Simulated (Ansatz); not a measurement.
Results of BLYP (PAW; Ansatz, a program for electronic structure) for zinc-blende BeS.

Numerical settings: plane-wave cutoff 520 eV, 12×12×12 k mesh, Fermi–Dirac smearing 0.01 eV, scalar-relativistic PAW data made under PBE.

A third-order Birch–Murnaghan fit to the energies gives V0 = 14.970 Å³/atom, B0 = 87.0 GPa, B′ = 3.8.

```json
[
 {"V (Å³/atom)": "14.071", "P (GPa)": "(withheld)"},
 {"V (Å³/atom)": "14.370", "P (GPa)": "3.84"},
 {"V (Å³/atom)": "14.670", "P (GPa)": "1.83"},
 {"V (Å³/atom)": "14.969", "P (GPa)": "0.00"},
 {"V (Å³/atom)": "15.269", "P (GPa)": "(withheld)"},
 {"V (Å³/atom)": "15.568", "P (GPa)": "(withheld)"},
 {"V (Å³/atom)": "15.867", "P (GPa)": "(withheld)"}
]
```

Q: Estimate the withheld pressures from this fit; the answers are the runs' own values.

A: 
- 14.071, P (GPa): 6.06
- 15.269, P (GPa): -1.66
- 15.568, P (GPa): -3.16
- 15.867, P (GPa): -4.53

The formula P = (3/2) B0 (x^(7/3) − x^(5/3)) [1 + (3/4)(B′ − 4)(x^(2/3) − 1)] with x = V0/V meets the computed pressures within 0.01 GPa when these rounded values are put in.

Measured, for comparison: bulk modulus 105 GPa (room temperature, not corrected to a static lattice; as tabulated in Narayana, Nesamony, Ruoff, Phys. Rev. B 56, no. 22 (1997)); equilibrium volume per atom 14.44 Å³/atom (room temperature, not corrected to a static lattice; as tabulated in Narayana, Nesamony, Ruoff (BeS at high pressure; core.ac.uk copy)). Computed (rounded) less measured: bulk modulus -17 %, equilibrium volume per atom +3.7 %.

Static lattice: no zero-point or thermal effects.

The result took about 27 core-seconds (a rough figure).
